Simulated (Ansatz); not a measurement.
Abridged Ansatz (a program for electronic structure) output:

```
Relaxation: its limit of steps is 60 (relax.max_steps)
Pseudopotential: Sn, paw, valence charge 14
Pseudopotential: S, paw, valence charge 6
Crystal: 3 atoms, lattice volume = 59.766 Å³
Basis set: ecut = 420 eV, 1145 PW (Γ), exchange–correlation on 50×50×72 points (8 copies of the dense FFT grid, shifted against one another)
Bands: 17, of which v1, the nominal top of the filled ones, is band 13 counted from 1 (12 counted from 0)
Symmetry: 12 space group operations
k-points: 84 of 726
Functional: x = pbesol(κ = 0.804, μ = 0.12345679012345678), c = pbesol(β = 0.046)
SCF iter   1: F=—  HF=-7721.689067 eV  |F-HF|=—  |Δ(HF+E_count)|=         —  Δρ=4.97e-3  dr2=2.34e-2  ethr=1.77e-3  ⟨swp⟩=6.2  Hψ=8361  notcnv=0
SCF iter   2: F=—  HF=-7721.681393 eV  |F-HF|=—  |Δ(HF+E_count)|=   7.67e-3  Δρ=2.12e-3  dr2=2.75e-3  ethr=9.01e-5  ⟨swp⟩=1.8  Hψ=2415  notcnv=0
SCF 1 converged in 6 iterations: F = -7721.680745 eV  dr2 = 3.43e-8
relax step   1: F+E_penalty+E_count = -7721.68074517 eV  Δ(F+E_penalty+E_count) = +0.000e0 eV  max|allowed force component| = 6.794e-4 eV/Å  Δτ_max = 0.0000 Å  P = +2.997 GPa  Ω = 59.766 Å³  (6 SCF iters, dr2 threshold 1.00e-7 eV, accepted)
[... steps on the carried basis left out ...]
relax step   7: F+E_penalty+E_count = -7721.58690133 eV  Δ(F+E_penalty+E_count) = +9.820e-4 eV  max|allowed force component| = 1.455e-3 eV/Å  Δτ_max = 0.0000 Å  P = +7.007 GPa  Ω = 56.672 Å³  stress off target by 1.59e-2 GPa  SCF on the basis re-selected at this cell (its energy is not comparable with the rows above)  (6 SCF iters)
SCF converged after 6 iterations
Free energy (F): -7721.586901 eV
Internal energy: -7721.586787 eV  (E = F + TS)
E sigma→0 (E₀):  -7721.586844 eV
Entropy (-TS):   -0.000114 eV (-0.038 meV/atom)
Fermi energy:    10.135049 eV
  E_disp       = -1.034259  (pairwise vdW)
--- Forces (eV/Å), atoms counted from 1 ---
  atom   1  Sn     0.00000000     0.00000000     0.00000000
  atom   2  S      0.00000000    -0.00000000     0.00145498
  atom   3  S     -0.00000000     0.00000000    -0.00145498
--- Stress (GPa, compression-positive) ---
        7.015867      -0.000000       0.000000
       -0.000000       7.015867       0.000000
        0.000000       0.000000       6.989192
  P = ⅓ Tr σ = 7.0070 GPa (70.070 kbar)
--- Relaxed structure (6 steps of the walk, 5 accepted, 1 SCFs on fresh bases) ---
  cell:  # Å, volume = 56.6716 Å³
    - [3.5591966300467313, -9.591120586546346e-34, 1.4165347327822297e-33]
    - [-1.7795983150233656, 3.082354698684434, 6.447803839881291e-33]
    - [2.104778170241413e-33, 1.2277872659741575e-32, 5.165721496671335]
  atoms:
    - { symbol: Sn, position: [7.652408808020398e-35, -2.4059578827762484e-35, -4.118046071574423e-84] }
    - { symbol: S, position: [0.3333333333333333, 0.6666666666666666, 0.2843771533898531] }
    - { symbol: S, position: [0.6666666666666666, 0.3333333333333333, 0.715622846610147] }
```

What was computed, and what are the main results?

SnS2, 3 atoms in the cell, with plane-wave PAW DFT at the PBEsol-D3(BJ) level (Ansatz, 420 eV), no spin-orbit coupling, from a series relaxed to a target (pressure 7 GPa). The last SCF converged to F = -7721.586901 eV, or -2573.8623 eV per atom, at a pressure of 7.01 GPa. The total energy compares only with runs of the same code, potentials and settings.

Load acts through the strain it causes; cell and atoms are relaxed under it. Stability against distortions was not tested. Competing high-pressure phases were not computed. The cell was made from SnS2 in the CdI2 type structure (space group P-3m1, No. 164; layered, stacked along the Cartesian z axis) by this change: pressure 7 GPa.

Keys are those of Ansatz 0.2.
